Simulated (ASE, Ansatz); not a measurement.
One thermal frame of composition SiNi, cell Si24Ni24, held well above this temperature first, at a temperature that wasn't checked against the liquidus, so perhaps supercooled [in the CHGNet run: it was liquid; mean temperature 1135 K (target 1140 K); density 5.52 g/cm³; mean pressure -0.5 GPa against a target of 0], 1140 K, computed in Ansatz (plane waves, PAW) at several levels on the same positions and k-sampling (one point, (1/4, 1/4, 1/4)); no spin polarisation or spin-orbit coupling.

The frame comes from MD with CHGNet (ASE). The base level is PBE (cutoff 420 eV), whose static pressure on this k-sampling is 1.2 GPa. On the run's last frame a denser k-mesh moved the forces by 0.067 eV/Å rms, the static pressure by -0.15 GPa and the free energy by -11 meV/atom, which is about how far such values are converged. That check is the base level's. Differences between levels on one k-sampling err less than the absolute values. Cutoffs of the other levels: 500 eV for r2SCAN, the files' default (420 eV for most) otherwise. Volume per atom 13.06 Å³.

| level | static pressure less the base's (GPa) | rms force change from the base (eV/Å) | cost |
|---|---|---|---|
| PBE | 0 | 0 | (base) |
| r2SCAN | ___ | ___ | very roughly 4 core-minutes |

**Question.** Fill in the missing entries.

**Answer.** 
- r2SCAN, static pressure less the base's (GPa): -4.6
- r2SCAN, rms force change from the base (eV/Å): 0.09

Ansatz is a quantum-chemistry and plane-wave program.
